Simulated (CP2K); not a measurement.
Band structure of TaAs (I4_1md, 4 atoms in the cell).

```
TaAs
1.0
    6.44841     0.00000     0.00000
    4.55383     4.56559     0.00000
   -5.50112    -2.28279     2.47154
Ta As
2 2
Cartesian
  5.02714   3.42405   1.23577
  8.25135   3.42405   0.00000
  0.43547   1.51865   1.23577
  3.65967   1.51865   0.00000
```

Level of theory: PBE, GPW, DZVP-MOLOPT-SR-GTH basis, GTH-PBE potentials (GTH_POTENTIALS) run with CP2K.

Settings: CUTOFF = 500 Ry; REL_CUTOFF = 50 Ry; SMEAR/METHOD = GAUSSIAN; SIGMA = 0.136 eV; KPOINTS/SCHEME = MONKHORST-PACK 8 8 8; GAMMA_CENTERED = T; XC_FUNCTIONAL = PBE; Ta/BASIS_SET = DZVP-MOLOPT-SR-GTH; Ta/POTENTIAL = GTH-PBE-q13; As/BASIS_SET = DZVP-MOLOPT-SR-GTH; As/POTENTIAL = GTH-PBE-q5; METHOD = GPW; EPS_DEFAULT = 1e-10; EXTRAPOLATION = USE_GUESS.

The starting cell comes from a database of computed structures (which also holds hypothetical and non-ambient phases and stackings), without a prior relaxation at this level. Its lattice was rescaled by a random factor within 2.5 % of one. Spin-orbit coupling is off. Spin polarisation is off. Values carry the incompleteness of an atom-centred basis.

Levels in eV from the Fermi level, bands 15 to 20:
| point | 15 | 16 | 17 | 18 | 19 | 20 |
|---|---|---|---|---|---|---|
| Γ | -2.23 | -1.82 | -1.61 | -1.61 | 0.85 | 1.52 |
| X | -3.13 | -3.13 | -1.09 | -1.09 | 2.63 | 2.63 |
| Y | -3.11 | -3.11 | -1.11 | -1.11 | 2.48 | 2.48 |
| S | -2.37 | -2.36 | -1.68 | -0.09 | 0.03 | 1.61 |
| Z | -2.65 | -2.65 | -1.01 | -1.01 | 1.17 | 1.17 |
| S1 | -2.37 | -2.36 | -1.68 | -0.09 | 0.03 | 1.61 |
| N | -2.37 | -2.30 | -1.49 | -0.30 | 0.12 | 1.30 |
| P | -3.14 | -3.14 | -1.09 | -1.09 | 2.64 | 2.64 |
| Y1 | -3.11 | -3.11 | -1.11 | -1.11 | 2.48 | 2.48 |

Bands cross the Fermi level along this path, so the cell is metallic at this level.

Higher empty bands are left out: an atom-centred basis made for the valence describes them poorly.
